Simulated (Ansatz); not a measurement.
GaN: response to strain

Start from GaN in the zinc blende structure (space group F-43m, No. 216; a = 4.498 Å). Axes: x, y, z lie along the cube axes.

Strains are applied to the cell and any free atomic positions relax; under biaxial strain the out-of-plane vector relaxes too.

Level of theory: Kohn–Sham DFT with the r2SCAN functional, run in Ansatz (a quantum-chemistry and plane-wave program) with PAW and 500 eV plane waves, no SOC.

Notes on the quantities. energy relative to the base: free energy F.

```csv
"biaxial strain, plane normal [001], relaxed out of plane (%)",energy relative to the base (meV/atom)
-3,18.8
-2.5,12.9
-2,?
-1.5,4.5
-1,2.0
-0.5,0.5
0,0.0
```

**Question.** Fit ΔE = Aε² + Bε³ (ε in %) to the rows shown and predict the withheld row.

**Answer.** Least squares on the printed values gives A = 1.93 and B = -0.053 meV/atom (largest residual 0.0 meV/atom); this predicts 8.1 meV/atom, and the run gives 8.1 meV/atom, in agreement.

Stability against distortions was not tested. This is not the structure that GaN has at room temperature and ambient pressure.
